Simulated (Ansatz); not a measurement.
## BAs (model structure, started from the BeO type, P4₂/mnm, No. 136, 8 atoms in the cell)

Method: HSE06 (Ansatz, a quantum-chemistry and plane-wave program, PAW).

Run with plane-wave cutoff 460 eV, 4×4×6 k mesh (along the axes of the cell as run), Fermi–Dirac smearing 0.01 eV, scalar-relativistic PAW data made under PBE.

Cell (relaxed with PBEsol):

Space group P4₂/mnm (No. 136); a = 5.837 Å, b = 5.837 Å, c = 3.362 Å, α = 90.00°, β = 90.00°, γ = 90.00°

```tsv
atom	site	symmetry	x	y	z
B	4g	m.2m	0.1773	0.1773	0.5000
As	4f	m.2m	0.3184	0.3184	0.0000
```

```
Quantity                                                  Value
-------------------------------------------  ------------------
band gap                                     1.31 eV (indirect)
smallest direct gap on the k points sampled             1.82 eV
```

Note: the relaxation could raise the start's symmetry but not lower it, so the cell can be a saddle point; cell and atoms aren't relaxed at this level (pressure 0.3 GPa).

Spin–orbit coupling is not included.

It cost very roughly 6 core-minutes of CPU time.

A model structure was made by putting elements into a prototype or built by hand; it is no filed structure, need not be a known phase, and can be a saddle point held by its symmetry.
